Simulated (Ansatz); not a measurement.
Start from Rh in the fcc (Cu type) structure (space group Fm-3m, No. 225; a = 3.8015 Å; relaxed with 0.1 eV smearing).

Method: Kohn–Sham DFT with the r2SCAN functional, run in Ansatz (a quantum-chemistry and plane-wave program) with PAW and 500 eV plane waves, without spin-orbit coupling.

For the base:

The pressure is 0.0 GPa.

Now apply this change: every lattice vector is stretched by 1.00 %; the atoms relax in the strained cell.

Problem. How does this affect the pressure?

Solution. The pressure goes from zero to -7.7 GPa.

Problem. How does this affect the energy relative to the base?

Solution. The energy rises by 10 meV/atom.

Stability against distortions was not tested. The final runs are not spin-polarised. Rh lies near a magnetic instability that expansion can trigger; it was not tested.
